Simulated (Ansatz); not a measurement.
A constructed model of the (100) surface of alpha tin, top plane replaced by P dimers, 2x1 (bottom of the slab: dihydride, held)

The numbers are results of PBE (plane waves to 420 eV, PAW; Ansatz, a quantum-chemistry and plane-wave program), not measurements.

Slab: 20 atoms, 12.1 Å thick at the start with caps and adatoms (thin: gaps and levels are the slab's own); k 3x6x1, smearing 0.025 eV, dipole-corrected; 8 atoms held, the rest relaxed; held to the start's symmetry, so lower structures may exist; no spin (no spin-polarised run to compare, though such a face may carry moments), no spin-orbit, no U. The slab shows no gap on its mesh. It is one candidate, not shown to be the stable structure of the face.

```json
{
  "work_function_of_the_top_face": "4.76 eV",
  "energy_released_by_relaxation": "1.03 eV",
  "cost": "very roughly 12 core-minutes"
}
```
